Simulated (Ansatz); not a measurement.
NiAs-type NiSb: polycrystal shear modulus by level of theory

No measured value is used here.

```json
[
 {"level (code)": "LDA (Ansatz)", "value (GPa)": "61.5", "cell (Å³/atom)": "16.38"},
 {"level (code)": "PBE (Ansatz)", "value (GPa)": "49.8", "cell (Å³/atom)": "17.65"},
 {"level (code)": "PBEsol (Ansatz)", "value (GPa)": "57.2", "cell (Å³/atom)": "16.83"},
 {"level (code)": "PBE-D3(BJ) (Ansatz)", "value (GPa)": "56.0", "cell (Å³/atom)": "16.97"}
]
```

The crystal itself was run without spin with LDA, PBE, PBEsol, PBE-D3(BJ); a magnetic state was not tried in these runs. PBE-D3(BJ): the dispersion coefficients are held fixed in the derivatives. Each level is taken at its own relaxed cell. Ansatz's density-functional and Hartree–Fock values are scalar-relativistic unless marked +SOC, with PAW data made under PBE.

Ansatz is a program for electronic structure.
